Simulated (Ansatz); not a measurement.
## How the c axis length of VSi (model structure, started from the NiAs type, P6₃/mmc, No. 194, 4 atoms in the cell) moves with the method

No measured value is used here.

```csv
level (code),value (Å)
PBE (Ansatz),7.757
PBEsol (Ansatz),7.721
PBE-D3(BJ) (Ansatz),7.728
```

PBE, PBEsol, PBE-D3(BJ): the starting moments vanished in the run, and other orders were not tried. Ansatz's density-functional and Hartree–Fock values are scalar-relativistic unless marked +SOC, with PAW data made under PBE.

A model structure was made by putting elements into a prototype or built by hand; it is no filed structure, need not be a known phase, and can be a saddle point held by its symmetry.

Ansatz is an electronic-structure program.
